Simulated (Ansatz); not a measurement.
The starting structures come from a database of crystals and need not be the phases stable at ambient conditions.

 Where the default PAW files enter, the runs use the earlier of Ansatz's two default sets.

The decay constant κ of evanescent states in the gap governs leakage through a thin film.

```xyz
4
Lattice="7.9505 0.0000 0.0000 3.9752 7.7839 0.0000 3.9752 -0.6767 2.1931" Properties=species:S:1:pos:R:3 pbc="T T T"
Mg    13.2508     7.0786     2.1843
Mg    10.6006     3.5251     1.0877
Te     5.3003     2.6581     0.8202
Te    10.6006     6.2117     1.9168
```

Space group of this cell: P6_3mc, wurtzite. The cell is taken as given; by PBEsol its mean pressure is -0.6 GPa.

Transport runs along the normal of the first two printed cell vectors, the (111) plane of the conventional cell.

No gap correction and no spin-orbit coupling; mid-gap values are interpolated between computed energies.

Problem. Predict the band gap and the smallest decay constant κ at mid-gap from PBEsol in Ansatz (an electronic-structure program).

Solution. Gap 2.30 eV on a 14×14×14 mesh; κ = 0.159 1/Å, at the zone centre.
